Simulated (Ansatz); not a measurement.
**What Bi on a N site, symmetric start does to GaN**

Start from a 16-atom supercell of GaN in the zinc blende structure (space group F-43m, No. 216; a = 4.5488 Å) at its relaxed geometry.

Perturbation: one N atom is replaced by Bi, atoms relaxed at fixed cell.

All numbers come from PBE (Ansatz, a program for electronic structure), without spin-orbit coupling, earlier PAW set. k-mesh 5×5×5 (Γ-centred); smearing 0.01 eV (Fermi–Dirac).

The pressure goes from zero to 30.1 GPa and the energy gained by relaxation is 10.16 eV. The largest displacement of a host atom from its site in the perfect cell amounts to 0.37 Å.

The magnetic state is the one reached from the starting moments; the real material's order can differ, and small cells can't hold many antiferromagnetic ones. The cell is small, so the values are those of an ordered compound at a high defect concentration; dilute-limit values will differ. A case with no gap was solved on a k-mesh chosen for an insulator, which is coarse for it. The defect started on the symmetric site and kept its symmetry, so it may sit on a saddle. Starting moments died away, wholly or in part, for Bi on a N site; another magnetic solution may exist. The defect cell is spin-polarised and ends with 0.0 μB. This is not the structure that GaN has at room temperature and ambient pressure.
